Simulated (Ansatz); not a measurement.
Structures of equal composition on the (0001) surface of 4H silicon carbide (Si plane on top): (√3x√3)R30° Si adatom at H3; (√3x√3)R30° Si adatom at T4. The slabs share one bottom face, and each structure is named by its start. These are constructed structures in small cells; real faces may alloy, dewet or reconstruct in larger ones, and not all known structures of the face are among them. Slabs of about 10 Å with all that they carry, Fermi-Dirac smearing of 0.025 eV. Bottom of the slabs: H caps. Relaxed from the named starts with such symmetry as they have, on meshes of like density; energies extrapolated to zero smearing; no spin-orbit coupling, no U. Spin-polarised runs, if any, are marked in brackets, and their order is one that fits the cell; the others ran without spin. Where a second, spin-polarised start was run, the lower counts.

Host crystal: 4H silicon carbide, with a band gap (PBE, scalar-relativistic without spin-orbit coupling).

All values below come from r2SCAN, at the PBE geometry (plane waves to 500 eV, PAW; Ansatz, a program for electronic structure).

**Question.** Put the candidates in order of energy per 1x1 cell, lowest first, for r2SCAN, at the PBE geometry.

**Answer.** (√3x√3)R30° Si adatom at T4 (0.000 eV [spin, 1.0 μB a cell], gap 0.89 eV on the mesh), (√3x√3)R30° Si adatom at H3 (0.183 eV [spin, 1.0 μB a cell], gap 1.03 eV on the mesh)
